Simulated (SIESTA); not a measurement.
# Several settings converged on Ir (Fm-3m, 1 atom in the cell)

```
Ir
1.0
    0.00000     1.91040     1.91040
    1.91040     0.00000     1.91040
    1.91040     1.91040     0.00000
Ir
1
Direct
  0.00000   0.00000   0.00000
```

Base method: GGA PBE, numerical atomic orbitals DZP, PseudoDojo PBE standard norm-conserving potentials (rewritten from UPF to PSML) run with SIESTA.

Base settings: XC.functional = GGA; XC.authors = PBE; potentials = PseudoDojo PBE standard; PAO.BasisSize = DZP; PAO.EnergyShift = 0.005 Ry; MeshCutoff = 400 Ry; kgrid.MonkhorstPack = 7 7 7; OccupationFunction = MP; OccupationMPOrder = 0; ElectronicTemperature = 0.1 eV.

Core times come from one kind of shared machine, to one figure; runs under 30 s give none.

**The k-point mesh at a smearing width of 0.02 eV**

In this ladder: ElectronicTemperature = 0.02 eV.

Only quantities that move along the ladder and can be compared are tabulated.

| kgrid.MonkhorstPack | free energy less the last step's (meV/atom) | pressure (GPa) | core time / last (rough) |
|---|---|---|---|
| 5 5 5 | 261.59 | 20.31 | – |
| 6 6 6 | 73.23 | 17.15 | – |
| 8 8 8 | 80.96 | 17.55 | – |
| 9 9 9 | -22.69 | 15.51 | – |
| 11 11 11 | 30.76 | 16.55 | 0.1 |
| 13 13 13 | 9.33 | 16.34 | – |
| 16 16 16 | 10.22 | 16.32 | 0.2 |
| 24 24 24 | 1.03 | 16.09 | 0.6 |
| 29 29 29 | 0.00 | 16.07 | 1 |

Coarsest kgrid.MonkhorstPack that holds the pressure within 0.1 GPa of the last step, with all finer ones: 24 24 24; the step before is off by 0.25 GPa.

Coarsest kgrid.MonkhorstPack that holds the free energy within 5 meV/atom of the last step, with all finer ones: 24 24 24; the step before is off by 10 meV/atom.

Two neighbours can agree and both be off: 13 13 13 and 16 16 16 differ by 0.89 meV/atom in the free energy, yet lie about 10 meV/atom from the last step.

**The width of Fermi-Dirac smearing**

In this ladder: kgrid.MonkhorstPack = 12 12 12; OccupationFunction = FD; OccupationMPOrder = default.

Narrow widths need finer meshes than wide ones, so the last steps can hold mesh noise.

Only quantities that move along the ladder and can be compared are tabulated; pressure and forces are left out, as mesh noise rules them at narrow widths.

```csv
ElectronicTemperature,free energy less the last step's (meV/atom)
1 eV,-1476.48
0.5 eV,-373.68
0.3 eV,-121.72
0.2 eV,-45.78
0.1 eV,-7.29
0.05 eV,0.00
```

Widest ElectronicTemperature that holds the free energy within 5 meV/atom: not settled: the last two steps still differ by 7.3 meV/atom, over half the tolerance, so the ladder does not show it.

**The SCF threshold**

In this ladder: SCF.DM.Tolerance = default; SCF.DM.Converge = false; SCF.H.Converge = false; SCF.FreeE.Converge = true.

The mesh stays at the base's, so the ladder's end is converged at best in this setting alone.

Only quantities that move along the ladder and can be compared are tabulated.

```tsv
SCF.FreeE.Tolerance	pressure (GPa)
1.0E-01 eV	15.41
1.0E-02 eV	15.41
1.0E-03 eV	15.41
1.0E-04 eV	14.75
1.0E-05 eV	14.74
1.0E-07 eV	14.74
1.0E-10 eV	14.74
1.0E-12 eV	14.74
```

Coarsest SCF.FreeE.Tolerance that holds the pressure within 0.05 GPa of the last step, with all finer ones: 1.0E-04 eV; the step before is off by 0.67 GPa.

Two neighbours can agree and both be off: 1.0E-01 eV and 1.0E-02 eV differ by 0.00 GPa in the pressure, yet lie about 0.67 GPa from the last step.

On the base run: the starting cell has typed, rounded lattice constants, without a prior relaxation at this level. Its lattice was rescaled by up to half a per cent. Spin polarisation is off. Values carry the incompleteness of an atom-centred basis. In the base run, with a pressure of about 15 GPa the cell is away from its equilibrium volume at this level. Without a gap this mesh is coarse (it stands for a supercell whose shortest vector is 19 Å).

Left out of this page: 2 runs of the series outside the window shown, repeating another row's setting, or not comparable.
